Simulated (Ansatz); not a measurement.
**NbP, pressure series**

Base system: NbP (space group I4_1md, No. 109).

```cif
data_Nb2P2
_chemical_formula_sum 'Nb2 P2'
_space_group_name_H-M_alt 'P 1'
_space_group_IT_number 1
_cell_length_a 6.19210
_cell_length_b 6.19210
_cell_length_c 6.19210
_cell_angle_alpha 148.707
_cell_angle_beta 148.707
_cell_angle_gamma 44.842
loop_
_space_group_symop_operation_xyz
  'x, y, z'
loop_
_atom_site_label
_atom_site_type_symbol
_atom_site_fract_x
_atom_site_fract_y
_atom_site_fract_z
_atom_site_occupancy
Nb1 Nb 0.99944 0.99944 0.00000 1
Nb2 Nb 0.74944 0.24944 0.50000 1
P1 P 0.41656 0.41656 0.00000 1
P2 P 0.16656 0.66656 0.50000 1
```

Cell and atoms are relaxed at each pressure.

Calculations: r2SCAN, PAW, 500 eV (Ansatz, an electronic-structure program; no spin-orbit coupling).

| change | shortest interatomic distance | c/a ratio |
|---|---|---|
| base | 4.799 bohr | 3.428 |
| pressure 0.9 GPa | 4.792 bohr | 3.425 |
| pressure 2.1 GPa | 4.782 bohr | 3.421 |
| pressure 4.5 GPa | 4.763 bohr | 3.414 |
| pressure 9 GPa | … | … |
| pressure 15 GPa | 4.692 bohr | 3.387 |
| pressure 22.5 GPa | 4.649 bohr | 3.368 |
| pressure 30 GPa | 4.611 bohr | 3.350 |

Task: Fill in the withheld entries from the trend.

Result: 
- pressure 9 GPa, shortest interatomic distance: 4.731 bohr
- pressure 9 GPa, c/a ratio: 3.402

Load acts through the strain it causes; cell and atoms are relaxed under it. Stability against distortions was not tested. No other phases were tried under pressure. The final runs are not spin-polarised.
